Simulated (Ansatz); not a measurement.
**Question.** Name crystals whose electron conductivity mass lies between 0.25 and 0.39 mₑ and whose Seebeck coefficient, p-type 1e19 cm⁻³ lies between 260 and 400 μV/K, by HSE06, rigid bands (Ansatz, a program for electronic structure).

**Answer.** Many crystals can fit; among those computed here:
- BeS (F-43m): 0.36 mₑ, 391 μV/K
- Mg₂Si (Fm-3m): 0.27 mₑ, 362 μV/K
- AlN (P6_3mc): 0.31 mₑ, 363 μV/K
- BP (F-43m): 0.32 mₑ, 320 μV/K
- GaP (F-43m): 0.34 mₑ, 336 μV/K

Masses are for dilute carriers at 300 K, harmonic means over directions unless an axis is named. Seebeck coefficients are for the stated density at 300 K, with one relaxation time for all states and whether or not that doping can be reached. Spin-orbit coupling is left out.
